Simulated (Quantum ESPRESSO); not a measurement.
**Cost against accuracy: ecutwfc for SiC (P6_3mc, 12 atoms in the cell)**

Cell: a = 3.1022 Å, b = 3.1022 Å, c = 15.2234 Å, α = 90.00°, β = 90.00°, γ = 120.00°.

Method of the run: PBE, GBRV 1.5 ultrasoft (PBE) pseudopotentials (plane waves; Quantum ESPRESSO).

Base settings: ecutwfc = 40 Ry; ecutrho = 200 Ry; occupations = smearing; smearing = gaussian; degauss = 0.000734986 Ry; potentials = {Si: si_pbe_v1.uspp.F.UPF, C: c_pbe_v1.2.uspp.F.UPF}; K_POINTS = automatic 10 10 2 0 0 0; conv_thr = 1e-10 Ry.

Misses are taken against the tightest run, 80 Ry (ecutrho: 200 Ry → 400 Ry), which need not be fully converged itself. The energy is the free energy per atom.

The count of work is k-points × plane waves × bands × iterations; it is no time, and leaves out set-up, grids and terms that scale otherwise. Core times come from one kind of shared machine and are given to one figure; runs under 30 s give none.

The starting cell comes from a database of computed structures (which also holds hypothetical and non-ambient phases and stackings), without a prior relaxation at this level. Its lattice was rescaled by a random factor within 2.5 % of one.

The runs (ecutwfc): 16 Ry (ecutrho: 200 Ry → 80 Ry) | 20 Ry (ecutrho: 200 Ry → 100 Ry) | 24 Ry (ecutrho: 200 Ry → 120 Ry) | 28 Ry (ecutrho: 200 Ry → 140 Ry) | 32 Ry (ecutrho: 200 Ry → 160 Ry) | 36 Ry (ecutrho: 200 Ry → 180 Ry) | 40 Ry | 46 Ry (ecutrho: 200 Ry → 230 Ry) | 52 Ry (ecutrho: 200 Ry → 260 Ry) | 60 Ry (ecutrho: 200 Ry → 300 Ry) | 70 Ry (ecutrho: 200 Ry → 350 Ry) | 80 Ry (ecutrho: 200 Ry → 400 Ry).

### Question
Which is the coarsest setting among those run that, with all tighter ones, holds the energy within 20 meV/atom of the reference, and what does it save?

### Answer
24 Ry (ecutrho: 200 Ry → 120 Ry), off by 16 meV/atom; it needs 0.14 of the reference's count of work.

### Question
Which is the coarsest setting among those run that, with all tighter ones, holds the energy within 5 meV/atom of the reference, and what does it save?

### Answer
40 Ry, off by 4.0 meV/atom; it needs 0.35 of the reference's count of work and about 0.3 of the reference's time.

### Question
What does the step from 40 Ry to 70 Ry (ecutrho: 200 Ry → 350 Ry) buy?

### Answer
It takes the miss in the energy from 4.0 to 0.85 meV/atom, for 2.3 times the count of work and roughly 3 times the time.

```csv
ecutwfc,energy less reference (meV/atom),pressure less reference (GPa),gap on the mesh less reference (eV),count of work / reference,core time / reference (rough)
16 Ry (ecutrho: 200 Ry → 80 Ry),344.16,-17.28,0.001,0.083,–
20 Ry (ecutrho: 200 Ry → 100 Ry),77.56,-5.76,-0.052,0.12,–
24 Ry (ecutrho: 200 Ry → 120 Ry),16.09,-1.16,-0.002,0.14,–
28 Ry (ecutrho: 200 Ry → 140 Ry),7.40,0.03,-0.001,0.21,–
32 Ry (ecutrho: 200 Ry → 160 Ry),6.71,0.09,-0.001,0.25,0.2
36 Ry (ecutrho: 200 Ry → 180 Ry),5.56,-0.03,-0.001,0.31,0.3
40 Ry,4.04,-0.07,-0.001,0.35,0.3
46 Ry (ecutrho: 200 Ry → 230 Ry),2.33,-0.01,-0.001,0.44,0.3
52 Ry (ecutrho: 200 Ry → 260 Ry),1.85,0.05,0.000,0.52,0.5
60 Ry (ecutrho: 200 Ry → 300 Ry),1.63,0.03,0.000,0.65,0.6
70 Ry (ecutrho: 200 Ry → 350 Ry),0.85,-0.02,0.000,0.82,0.8
80 Ry (ecutrho: 200 Ry → 400 Ry),0.00,0.00,0.000,1.0,1
```
